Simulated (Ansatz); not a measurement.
A computed series for WSe2: response to strain

The parent structure is WSe$_{2}$ (space group P6_3/mmc, No. 194; layered, stacked along the Cartesian z axis).

```xyz
6
Lattice="3.2305 0.0000 0.0000 -1.6152 2.7977 0.0000 0.0000 0.0000 12.4111" Properties=species:S:1:pos:R:3 pbc="T T T"
W      1.6152     0.9326     9.3083
W      0.0000     1.8651     3.1028
Se     1.6152     0.9326     4.7838
Se     0.0000     1.8651    10.9894
Se     0.0000     1.8651     7.6273
Se     1.6152     0.9326     1.4217
```

Strains are applied to the cell and any free atomic positions relax.

Level of theory: PBEsol-D3(BJ) (Ansatz, a program for electronic structure, PAW, no SOC).

Notes on the quantities. pressure: mean of the normal stresses, compression positive.

```tsv
change	shortest interatomic distance	pressure	smallest direct gap	band gap
base	2.511 Å	0.00 GPa	1.65 eV	0.67 eV
isotropic strain −3.00 %	2.485 Å	9.44 GPa	1.13 eV	0.41 eV
isotropic strain −2.40 %	2.491 Å	___	1.23 eV	0.47 eV
isotropic strain −1.80 %	2.496 Å	5.09 GPa	1.34 eV	0.53 eV
isotropic strain −1.20 %	2.501 Å	3.21 GPa	___	0.58 eV
isotropic strain −0.60 %	2.506 Å	1.52 GPa	___	0.63 eV
```

Task: Some entries are withheld; estimate them.

Result: 
- isotropic strain −2.40 %, pressure: 7.15 GPa
- isotropic strain −1.20 %, smallest direct gap: 1.45 eV
- isotropic strain −0.60 %, smallest direct gap: 1.55 eV

With W present, leaving out spin-orbit coupling can change the band edges. Stability against distortions was not tested.
